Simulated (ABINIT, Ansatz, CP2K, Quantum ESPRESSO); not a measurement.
**One structure in several programs: La₃Ga (Pm-3m, 4 atoms in the cell)**

Self-consistent single point.

```
La3Ga
1.0
    4.98640     0.00000     0.00000
    0.00000     4.98640     0.00000
    0.00000     0.00000     4.98640
La Ga
3 1
Direct
  0.00000   0.50000   0.50000
  0.50000   0.00000   0.50000
  0.50000   0.50000   0.00000
  0.00000   0.00000   0.00000
```

Shared settings, as Ansatz (a first-principles code) writes them: kpoints.mp_grid.grid = 7 7 7; scf.occupations.method = fermi_dirac; scf.occupations.width = 0.05 eV. Potentials and cutoffs stand in the table.

```
code                                                                                             model  pressure (GPa)       cutoff
----------------  ------------------------------------------------------------------------------------  --------------  -----------
Quantum ESPRESSO                                   LDA (PZ), GBRV 1.5 ultrasoft (LDA) pseudopotentials           -4.81        50 Ry
Ansatz                                                             LDA (PW92), PAW files made with PBE           -4.93       420 eV
ABINIT                                                              LDA (PW92), PAW (JTH v2.0 LDA PAW)           -4.78        26 Ha
CP2K              LDA (Pade form), GPW, DZVP-MOLOPT-SR-GTH basis, GTH-PADE potentials (GTH_POTENTIALS)           -3.37  grid 600 Ry
```

The spread over the programs that give each value: pressure within 1.56 GPa.

CP2K uses small atom-centred bases, whose incompleteness enters pressures, forces and empty levels differently from a plane-wave cutoff. Ansatz's pressure is given at a fixed set of plane waves, as the other plane-wave codes print theirs. The same LDA comes in different parametrisations, which differ slightly. In the pressure, CP2K (by 1.43) lies more than 1 GPa from the median of the plane-wave programs.

The starting cell comes from a database of computed structures (which also holds hypothetical and non-ambient phases and stackings), without a prior relaxation at this level. Its lattice was rescaled by a random factor within 2.5 % of one.

Left out of this page: Elk (not drawn, or without a comparable value); FLEUR (with a known weakness of the program).

Keys are those of Ansatz 0.2.
